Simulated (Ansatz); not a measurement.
## Size effect: Pb beside Cu

Pb (Fm-3m): ρ₀ = 11.5 μΩ·cm, ℓ = 7.70 nm. Cu (Fm-3m) has a bulk resistivity ρ₀ of 1.66 μΩ·cm and a mean free path ℓ of 40.5 nm. Both at 300 K by PBEsol, DFPT electron-phonon coupling, linearised Boltzmann equation (plane waves, PAW, scalar-relativistic; Ansatz, a program for electronic structure); third figures are kept for the arithmetic, and halving the electron mesh moves ρ₀ by up to 1 and 1 % at 300 K, and ℓ by up to 1 and 1 % (the most at any temperature). Cell of Pb: a = b = c = 3.4946 Å, α = β = γ = 60.00°. Remarks on Pb: eigensolver warning.

Square wire of width d: ρ = ρ₀ {1 + (3/4)(1 − p) ℓ/d + (3/2) [R/(1 − R)] ℓ/D}, with p = 0, R = 0.5, D = d.

Q: What are ρ₀ℓ and ρ(d)?

A: With D = d the size term is Kρ₀ℓ/d, K = 0.75 × 1.0 + 1.5 × 0.5/0.50 = 2.25. Pb: ρ₀ℓ = 8.86×10⁻¹⁶ Ω·m², ρ = 11.5 + 199/d. Cu: 6.72×10⁻¹⁶ Ω·m², ρ = 1.66 + 151/d (μΩ·cm, d in nm).

Q: Do these numbers give a width at which Pb overtakes?

A: Nowhere: neither ρ₀ nor ρ₀ℓ of Pb lies under that of Cu. For one path shared by all states the runs give ρ₀ℓ = 7.99 and 6.53×10⁻¹⁶ Ω·m², in the same order.

Q: Give copper a liner of 2.5 nm on each side that carries no current, and suppose that Pb needs no liner. Find the resistance of 1 μm of line, ρL/d², in square trenches of width w. Take w = 12, 14, 24, 30 nm.

A: 
| w (nm) | ρ, Pb (μΩ·cm) | Ω/μm, Pb | core d (nm) | ρ, Cu (μΩ·cm) | Ω/μm, Cu |
|---|---|---|---|---|---|
| 12 | 28 | 1950 | 7 | 23 | 4700 |
| 14 | 26 | 1310 | 9 | 18.5 | 2300 |
| 24 | 19.8 | 340 | 19 | 9.6 | 270 |
| 30 | 18.1 | 200 | 25 | 7.7 | 123 |

The line of Pb has the lower resistance at w = 12, 14 nm. The line of Cu has the lower resistance at w = 24, 30 nm. For Cu, d lies under 0.3 ℓ at w = 12, 14 nm, where the formula is only a guide.

The formula is the first-order form of the Fuchs-Sondheimer and Mayadas-Shatzkes models for a square wire of an isotropic metal and fails where d lies far under ℓ. p, R and D are assumed, not computed. ℓ is weighted by the current that each state carries; one path shared by all states gives a smaller ρ₀ℓ, by an amount that differs from metal to metal. ρ₀ is phonon-limited: no impurities, no disorder, and the values belong to this polymorph, stable or not.

The missing spin-orbit coupling matters most for Pb (Fm-3m).
